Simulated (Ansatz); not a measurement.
We consider C₃N₄ (P6₃/m, No. 176, 14 atoms in the cell; start mp-1985), described by G0W0@PBEsol in Ansatz (hard PAW, contour deformation).

The cell is the one relaxed with PBEsol. Conventional cell: a = 6.4111 Å, b = 6.4111 Å, c = 2.4069 Å, α = 90.00°, β = 90.00°, γ = 120.00°.

One run with a 6×6×10 mesh, response cutoff 100 eV and 357 empty bands, not extrapolated in mesh or basis; no spin–orbit coupling.

Highest filled and lowest empty level by k point (fractions of the reciprocal vectors of the cell (6.411 0.000 0.000) (-3.206 5.552 0.000) (0.000 0.000 2.407) Å; eV from the valence maximum of each method):

```json
[
 {"k": "0 0 0", "PBEsol filled": "0.00", "PBEsol empty": "3.37", "QP filled": "0.00", "QP empty": "4.98"},
 {"k": "0 0 0.1", "PBEsol filled": "-0.19", "PBEsol empty": "3.99", "QP filled": "-0.21", "QP empty": "5.43"},
 {"k": "0 0 -0.5", "PBEsol filled": "-2.69", "PBEsol empty": "3.77", "QP filled": "-2.98", "QP empty": "5.32"},
 {"k": "0.167 0.167 0.2", "PBEsol filled": "-0.74", "PBEsol empty": "3.79", "QP filled": "…", "QP empty": "…"},
 {"k": "0.167 0.333 0.1", "PBEsol filled": "-0.57", "PBEsol empty": "3.87", "QP filled": "-0.60", "QP empty": "5.58"},
 {"k": "0.167 -0.5 0.3", "PBEsol filled": "-1.35", "PBEsol empty": "3.28", "QP filled": "…", "QP empty": "…"},
 {"k": "0.333 0.333 0.2", "PBEsol filled": "-1.42", "PBEsol empty": "3.20", "QP filled": "-1.53", "QP empty": "4.83"},
 {"k": "0.333 0.333 -0.5", "PBEsol filled": "-2.16", "PBEsol empty": "4.06", "QP filled": "-2.39", "QP empty": "5.64"}
]
```

### Question
Estimate the withheld levels to about 0.1 eV.

### Answer

- 0.167 0.167 0.2, QP filled: -0.82
- 0.167 0.167 0.2, QP empty: 5.44
- 0.167 -0.5 0.3, QP filled: -1.50
- 0.167 -0.5 0.3, QP empty: 4.88

A start named mp-… is a Materials Project structure, which need not be a measured phase.

Ansatz is an electronic-structure program.
